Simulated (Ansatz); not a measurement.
Consider PbTe in the rock salt structure (space group Fm-3m, No. 225).

```xyz
2
Lattice="0.0000 3.2210 3.2210 3.2210 0.0000 3.2210 3.2210 3.2210 0.0000" Properties=species:S:1:pos:R:3 pbc="T T T"
Te     0.0000     0.0000     0.0000
Pb     3.2210     3.2210     3.2210
```

Levels (all Ansatz, an electronic-structure program, PAW): PBEsol (420 eV, no spin-orbit coupling); r2SCAN (500 eV, scalar-relativistic without spin-orbit coupling).

Its gap is 0.65 eV with PBEsol and 1.00 eV with r2SCAN.

The change: the cell is scaled by 1.0228 in all directions; the atoms relax in the strained cell.

With PBEsol the gap becomes 0.78 eV.

If the r2SCAN correction stayed the same, what would the r2SCAN gap be, and what does the r2SCAN run give?

A rigid correction of +0.35 eV gives 1.13 eV. The r2SCAN run gives 1.14 eV, so the two effects roughly add.

Single points use the geometry relaxed with PBEsol. With Pb and Te present, leaving out spin-orbit coupling can change the band edges. Stability against distortions was not tested.
